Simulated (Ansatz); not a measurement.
Base system: Zr in the hcp (Mg type) structure (space group P6_3/mmc, No. 194; a = 3.182 Å, c = 5.124 Å; relaxed with 0.1 eV smearing). Axes: x lies along a and z along c of the hexagonal cell.

Method: PBEsol in Ansatz (plane waves to 420 eV, PAW, scalar-relativistic without spin-orbit coupling).

For the base:

The shortest interatomic distance is 3.153 Å and the band gap is zero.

Now apply this change: a pure shear with ε_xz = ε_zx = 0.0114; the atoms relax in the strained cell.

Q: How does this affect the shortest interatomic distance?

A: The shortest interatomic distance drops by 0.0294 Å (3.153 Å → 3.123 Å).

Q: How does this affect the stress?

A: The stress (xx, yy, zz, yz, xz, xy; compression positive) is (0.0, 0.0, 0.0, 0.0, -0.5, 0.0) GPa.

Q: What happens to the energy relative to the base?

A: The energy goes up by 0.8 meV/atom.

Q: How does this affect the band gap?

A: The band gap stays zero.

Whether these cells are dynamically stable was not tested. All final runs are without spin polarisation.

Ansatz is a quantum-chemistry and plane-wave program.
